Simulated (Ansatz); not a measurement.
Worked example: self-consistent single point of Al (Fm-3m, 1 atom in the cell) in Ansatz (a first-principles code).

Method: PBEsol, default PAW files made with PBE (plane waves; Ansatz).

```
Al
1.0
    0.00000     2.03107     2.03107
    2.03107     0.00000     2.03107
    2.03107     2.03107     0.00000
Al
1
Cartesian
  0.00000   0.00000   0.00000
```

Reference input (self-consistent single point, DFT, PBEsol, plane waves, default PAW files made with PBE): basis.ecutwfc = 420 eV; kpoints.mp_grid.grid = 14 14 14; hamiltonian.xc = pbesol; hamiltonian.pseudopotentials = {kind: paw} (the program's default PAW files); scf.occupations.method = gaussian; scf.occupations.width = 0.1 eV. This run's input differs from it in these lines:

Ansatz 0.2 input:
```diff
@@ -9,3 +9,3 @@
 basis:
-  ecutwfc: 420.0
+  ecutwfc: 145.0
 kpoints:
```

Log, with long lists cut:

```
SCF iter   1: F=—  HF=-523.928102 eV  |F-HF|=—  |Δ(HF+E_count)|=         —  Δρ=5.01e-3  dr2=1.52e-3  ethr=1.77e-3  ⟨swp⟩=5.0  Hψ=5025  notcnv=0
all-band conjugate gradients solve this SCF's bands
preconditioner: auto → none
SCF iter   2: F=—  HF=-523.928177 eV  |F-HF|=—  |Δ(HF+E_count)|=   7.56e-5  Δρ=2.62e-3  dr2=4.69e-4  ethr=5.06e-5  ⟨swp⟩=1.0  Hψ=1457  notcnv=0
SCF iter   3: F=—  HF=-523.928294 eV  |F-HF|=—  |Δ(HF+E_count)|=   1.16e-4  Δρ=1.44e-4  dr2=4.07e-6  ethr=1.56e-5  ⟨swp⟩=1.0  Hψ=572  notcnv=0
SCF iter   4: F=—  HF=-523.927769 eV  |F-HF|=—  |Δ(HF+E_count)|=   5.24e-4  Δρ=3.91e-5  dr2=3.01e-7  ethr=1.36e-7  ⟨swp⟩=2.0  Hψ=726  notcnv=0
iter 5 did not close the SCF: its close was put off for the readings that it lacked (scf_convergence_deferred on its scf_iter line)
SCF iter   5: F=-523.927769 eV  HF=-523.927769 eV  |F-HF|=1.75e-9  |Δ(HF+E_count)|=   1.04e-7  Δρ=5.99e-6  dr2=6.48e-9  ethr=1.00e-8  ⟨swp⟩=1.0  Hψ=576  notcnv=0
SCF iter   6: F=-523.927769 eV  HF=-523.927769 eV  |F-HF|=1.39e-10  |Δ(HF+E_count)|=   1.66e-9  Δρ=1.55e-6  dr2=3.66e-10  ethr=2.16e-10  ⟨swp⟩=3.1  Hψ=2219  notcnv=0
SCF 1 converged in 6 iterations: F = -523.927769 eV  dr2 = 3.66e-10
Free energy (F): -523.927769 eV
Internal energy: -523.924195 eV  (E = F + TS)
E sigma→0 (E₀):  -523.925982 eV
Entropy (-TS):   -0.003574 eV (-3.574 meV/atom)
Fermi energy:    7.986739 eV
--- Forces (eV/Å), atoms counted from 1 ---
  atom   1  Al    -0.00000000    -0.00000000     0.00000000
--- Stress (GPa, compression-positive) ---
        5.518086      -0.000000       0.000000
        0.000000       5.518086       0.000000
        0.000000      -0.000000       5.518086
  P = ⅓ Tr σ = 5.5181 GPa (55.181 kbar)
  The stress holds the Pulay correction. Without it, at fixed plane waves, as pw.x and ABINIT print it: P = -3.3033 GPa
```

The run converged in 6 iterations. Against the reference run the free energy rises by 609 meV/atom and the pressure goes from -2.87 to 5.52 GPa.

The starting cell has typed, rounded lattice constants, without a prior relaxation at this level. Its lattice was rescaled by up to half a per cent. Ansatz's pressure includes its estimate of the finite-basis (Pulay) stress. Without the estimate this run gives -3.30 GPa. The cutoff lies below the one recommended for these files.
